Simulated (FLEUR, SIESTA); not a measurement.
A FLEUR input for a self-consistent single point of MgSc3Ru2 (P4/mmm, 6 atoms in the cell) (DFT, PBEsol, all-electron FLAPW (FLEUR), scalar-relativistic valence):

Input of the input generator:

```
MgSc3Ru2 crystal
&input film=f /
6.0520954682 0.0000000000 0.0000000000
0.0000000000 6.0520954682 0.0000000000
0.0000000000 0.0000000000 20.2310110478
1.0
1.0 1.0 1.0

6
12 0.5000000000 0.5000000000 0.5000000000
21 0.0000000000 0.0000000000 0.0000000000
21 0.0000000000 0.0000000000 0.7145500000
21 0.0000000000 0.0000000000 0.2854500000
44 0.5000000000 0.5000000000 0.8473600000
44 0.5000000000 0.5000000000 0.1526400000

&comp jspins=1 /
&exco xctyp='PBEs' /
&kpt div1=7 div2=7 div3=3 /
&end /
```

```xml
<?xml version="1.0" encoding="UTF-8" standalone="no"?>
<fleurInput fleurInputVersion="0.39">
   <comment>
      MgSc3Ru2 crystal                                                                                    
   </comment>
   <calculationSetup>
      <cutoffs Kmax="4.2" Gmax="16.8" GmaxXC="16.8" numbands="0"/>
      <scfLoop itmax="60" minDistance="0.00001" maxIterBroyd="15" imix="Anderson" alpha="0.05" precondParam="0.0" spinf="2.0"/>
      <coreElectrons ctail="T" frcor="F" kcrel="0" coretail_lmax="0"/>
      <xcFunctional name="PBEs" relativisticCorrections="F"/>
      <magnetism jspins="1"/>
      <soc l_soc="F" theta="0.0" phi="0.0" spav="F"/>
      <expertModes spex="0" secvar="F"/>
      <geometryOptimization l_f="T" forcealpha="1.0" forcemix="BFGS" epsdisp="0.00001" epsforce="0.00001"/>
      <ldaU l_linMix="F" mixParam="0.05" spinf="1.0"/>
   </calculationSetup>
   <cell>
      <bzIntegration valenceElectrons="71.0" mode="hist" fermiSmearingEnergy="0.00367493">
         <kPointListSelection listName="default-1"/>
         <!-- k-points included here -->
         <xi:include xmlns:xi="http://www.w3.org/2001/XInclude" href="kpts.xml"> </xi:include>
      </bzIntegration>
      <!-- symmetry operations included here -->
      <xi:include xmlns:xi="http://www.w3.org/2001/XInclude" href="sym.xml"> </xi:include>
      <bulkLattice scale="1.0">
         <bravaisMatrix>
            <row-1>    6.0520954682000001     0.0000000000000000     0.0000000000000000</row-1>
            <row-2>    0.0000000000000000     6.0520954682000001     0.0000000000000000</row-2>
            <row-3>    0.0000000000000000     0.0000000000000000    20.2310110477999991</row-3>
         </bravaisMatrix>
      </bulkLattice>
   </cell>
   <atomSpecies>
      <species name="Magnesium (Mg)" element="Mg" atomicNumber="12">
         <mtSphere radius="2.68" gridPoints="925" logIncrement="0.013"/>
         <atomicCutoffs lmax="10" lnonsphr="8"/>
         <electronConfig flipSpins="F">
            <coreConfig>(1s1/2)</coreConfig>
            <valenceConfig>(2s1/2) (2p1/2) (2p3/2) (3s1/2)</valenceConfig>
         </electronConfig>
         <energyParameters s="3" p="3" d="3" f="4"/>
         <lo type="SCLO" l="0" n="2" eDeriv="0"/>
         <lo type="SCLO" l="1" n="2" eDeriv="0"/>
      </species>
      <species name="Scandium (Sc)" element="Sc" atomicNumber="21">
         <mtSphere radius="2.40" gridPoints="829" logIncrement="0.015"/>
         <atomicCutoffs lmax="10" lnonsphr="8"/>
         <electronConfig flipSpins="F">
            <coreConfig>(1s1/2) (2s1/2) (2p1/2) (2p3/2)</coreConfig>
            <valenceConfig>(3s1/2) (3p1/2) (3p3/2) (4s1/2) (3d3/2) (3d5/2)</valenceConfig>
            <stateOccupation state="(3d3/2)" spinUp="0.2" spinDown="0.2"/>
            <stateOccupation state="(3d5/2)" spinUp="0.3" spinDown="0.3"/>
         </electronConfig>
         <energyParameters s="4" p="4" d="3" f="4"/>
         <lo type="SCLO" l="0" n="3" eDeriv="0"/>
         <lo type="SCLO" l="1" n="3" eDeriv="0"/>
      </species>
      <species name="Ruthenium (Ru)" element="Ru" atomicNumber="44">
         <mtSphere radius="2.40" gridPoints="829" logIncrement="0.015"/>
         <atomicCutoffs lmax="10" lnonsphr="8"/>
         <electronConfig flipSpins="F">
            <coreConfig>(1s1/2) (2s1/2) (2p1/2) (2p3/2) (3s1/2) (3p1/2) (3p3/2) (4s1/2) (3d3/2) (3d5/2)</coreConfig>
            <valenceConfig>(4p1/2) (4p3/2) (5s1/2) (4d3/2) (4d5/2)</valenceConfig>
            <stateOccupation state="(5s1/2)" spinUp="0.5" spinDown="0.5"/>
            <stateOccupation state="(4d3/2)" spinUp="1.4" spinDown="1.4"/>
            <stateOccupation state="(4d5/2)" spinUp="2.1" spinDown="2.1"/>
         </electronConfig>
         <energyParameters s="5" p="5" d="4" f="4"/>
         <lo type="SCLO" l="1" n="4" eDeriv="0"/>
      </species>
   </atomSpecies>
   <atomGroups>
      <atomGroup species="Magnesium (Mg)">
         <relPos label="                   1">1.000/2.000 1.000/2.000 1.000/2.000</relPos>
         <force calculate="T" relaxXYZ="TTT"/>
      </atomGroup>
      <atomGroup species="Scandium (Sc)">
         <relPos label="                   2">.0000000000 .0000000000 .0000000000</relPos>
         <force calculate="T" relaxXYZ="TTT"/>
      </atomGroup>
      <atomGroup species="Scandium (Sc)">
         <relPos label="                   3">.0000000000 .0000000000 -.2854500000</relPos>
         <relPos label="                   4">.0000000000 .0000000000 .2854500000</relPos>
         <force calculate="T" relaxXYZ="TTT"/>
      </atomGroup>
      <atomGroup species="Ruthenium (Ru)">
         <relPos label="                   5">1.000/2.000 1.000/2.000 -.1526400000</relPos>
         <relPos label="                   6">1.000/2.000 1.000/2.000 .1526400000</relPos>
         <force calculate="T" relaxXYZ="TTT"/>
      </atomGroup>
   </atomGroups>
   <output dos="F" band="F" slice="F">
      <checks vchk="F" cdinf="F"/>
      <bandDOS minEnergy="-.5*Htr" maxEnergy="0.5*Htr" sigma="0.015" storeEVData="T"/>
      <vacuumDOS vacdos="F" integ="F" star="F" nstars="0" locx1="0.0" locy1="0.0" locx2="0.0" locy2="0.0" nstm="0" tworkf="0.0"/>
      <unfoldingBand unfoldBand="F" supercellX="1" supercellY="1" supercellZ="1"/>
      <plotting iplot="0" polar="F">
         <plot TwoD="T" vec1="  1.0  0.0  0.0" vec2="  0.0  1.0  0.0" vec3="  0.0  0.0  1.0" zero="  0.0  0.0  0.0" file="plot"/>
      </plotting>
      <chargeDensitySlicing numkpt="0" minEigenval="0.0" maxEigenval="0.0" nnne="0" pallst="F"/>
      <specialOutput eonly="F"/>
      <magneticCircularDichroism mcd="F" energyLo="-10.0" energyUp="0.0"/>
   </output>
  <!-- We include the file relax.xml here to enable relaxations (see documentation) -->
  <xi:include xmlns:xi="http://www.w3.org/2001/XInclude" href="relax.xml"> <xi:fallback/> </xi:include>
</fleurInput>
```

### Question
Give the SIESTA input for the same structure, mesh, smearing and functional.

### Answer
This is the input that was run; spellings and numerical settings could be chosen otherwise.

```
# files in the folder: Mg.psml Sc.psml Ru.psml (PseudoDojo PBEsol standard)
SystemName  MgSc3Ru2
SystemLabel mgsc3ru2

NumberOfAtoms                6
NumberOfSpecies              3
%block ChemicalSpeciesLabel
  1 12 Mg
  2 21 Sc
  3 44 Ru
%endblock ChemicalSpeciesLabel
LatticeConstant              3.202631 Ang
%block LatticeVectors
     1.000000000    0.000000000    0.000000000
     0.000000000    1.000000000    0.000000000
     0.000000000    0.000000000    3.342810958
%endblock LatticeVectors
AtomicCoordinatesFormat      Ang
%block AtomicCoordinatesAndAtomicSpecies
     1.601315500    1.601315500    5.352895000  1
     0.000000000    0.000000000    0.000000000  2
     0.000000000    0.000000000    7.649822245  2
     0.000000000    0.000000000    3.055967755  2
     1.601315500    1.601315500    9.071658214  3
     1.601315500    1.601315500    1.634131786  3
%endblock AtomicCoordinatesAndAtomicSpecies

XC.functional                GGA
XC.authors                   PBEsol
PAO.BasisSize                TZP
PAO.EnergyShift              0.005 Ry
MeshCutoff                   350 Ry
%block kgrid.MonkhorstPack
    7   0   0  0.0
    0   7   0  0.0
    0   0   3  0.0
%endblock kgrid.MonkhorstPack
OccupationFunction           FD
ElectronicTemperature        0.1 eV

MaxSCFIterations             150
SCF.Mixer.Method             Pulay
SCF.Mixer.Weight             0.1
SCF.Mixer.History            6
SCF.DM.Tolerance             1.0E-05
Diag.ParallelOverK           true
WriteForces                  true
Charge.Mulliken              end
```

Basis, cutoffs, solver keys and any potentials are the target program's own. This input uses DFT, GGA PBEsol, numerical atomic orbitals TZP, PseudoDojo PBEsol standard norm-conserving potentials (rewritten from UPF to PSML).

The starting cell comes from a database of computed structures (which also holds hypothetical and non-ambient phases and stackings), without a prior relaxation at this level. Its lattice was rescaled by a random factor within 2.5 % of one. For this run, on top of that: lattice scaled by 0.98.
